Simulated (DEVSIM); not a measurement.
Structure: abrupt Si p-n junction, at 350 K.

Layer 1 from the left is Si, thickness (μm) 5.50, Na (cm⁻³) 1.9e15, τn (s) 1.6e-7, τp (s) 1.6e-7. Layer 2 from the left is Si, thickness (μm) 160, Nd (cm⁻³) 1.7e14, τn (s) 1.6e-7, τp (s) 1.6e-7.

Left contact: ohmic. Right contact: ohmic. Voltage is applied to the left contact. Recombination: SRH at mid-gap, radiative. Mobility is μmin + (μ − μmin)/(1 + (N/Nref)^α).

The device is made up for the run: typed textbook-type constants, with dimensions and the other settings drawn at random. Values at 300 K; Nc and Nv go as T^1.5, mobilities as T to minus their exponent, the gap by Varshni's rule with the affinity fixed.

Si: gap (eV) 1.124, affinity (eV) 4.05, permittivity 11.7, Nc (cm⁻³) 2.86e19, Nv (cm⁻³) 3.1e19, μn (cm²/Vs) 1417, μp (cm²/Vs) 470, μn,min 52, μp,min 45, Nref,n 9.7e16, Nref,p 2.2e17, αn 0.68, αp 0.72, T exponent of μn 2.3, T exponent of μp 2.2, B (cm³/s) 4.7e-15, Varshni α (eV/K) 0.000473, Varshni β (K) 636.

Task: Estimate by hand the built-in potential, the peak field at zero bias, the capacitance at -6 V, and compare with a numerical solution.

Result: 
- Built-in potential: ni = √(Nc Nv) exp(−Eg/2kT) = 3.78e11 cm⁻³ with Eg = 1.111 eV; Vbi = kT/q ln(Na Nd/ni²) = 0.441 V; numerical 0.441 V.
- Peak field at zero bias: depletion approximation: W = √(2εVbi/(qN)) = 1.91 μm with N = 1.56e14 cm⁻³; field = 2Vbi/W = 4620 V/cm; numerical 4550 V/cm (estimate above by 1.4 %).
- Capacitance at -6 V: C = √(qεN / 2(Vbi + |V|)) = 1.42 nF/cm²; numerical 1.42 nF/cm².

Simulated with DEVSIM: 1D drift-diffusion, Boltzmann statistics, complete ionisation; no tunnelling, impact ionisation, image-force lowering or self-heating.
